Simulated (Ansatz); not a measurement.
SrO under load (space group Fm-3m), r2SCAN, rigid bands in Ansatz (a program for electronic structure). Condition of this run: hydrostatic pressure of 1.8 GPa (compression positive) (the target of the relaxation). Band gap 3.78 eV, N_c = 3.29e19 cm⁻³ and N_v = 3.09e20 cm⁻³ at 300 K, conductivity masses of 0.510 mₑ (electrons) and 1.36 mₑ (holes). Take k_BT = 0.02585 eV.

What thermal injection velocity √(2k_BT/πm) limits a ballistic channel?

7.53e6 cm/s for electrons and 4.61e6 cm/s for holes, a ratio of √(m_h/m_e) = 1.63, for dilute carriers.

Find the intrinsic carrier density and the intrinsic Fermi level.

n_i = √(N_c N_v) exp(−E_g/2k_BT) = 1.01e20 × exp(−73.11) = 1.8e-12 cm⁻³. The level lies (k_BT/2) ln(N_v/N_c) = 29 meV from mid-gap (positive towards the conduction band). Each 0.1 eV added to the gap lowers n_i by a factor of 6.9.

A film of it is 5 nm thick. Estimate the confinement energies in an infinite well.

ħ²π²/(2m t²) = 0.376 eV·nm²/(m/mₑ × t²) gives 29.5 meV for electrons and 11.1 meV for holes, so the gap would widen to about 3.82 eV. Finite barriers and nonparabolic bands lower this, and with several valleys or bands the heaviest mass along the normal sets the lowest level, not this average.

Rigid bands with the computed gap; masses take one relaxation time for all states. Spin-orbit coupling is left out; where it splits the top of the valence band, N_v and the p-type Seebeck coefficient come out somewhat high without it. Geometry: cell and atoms relaxed with PBEsol.
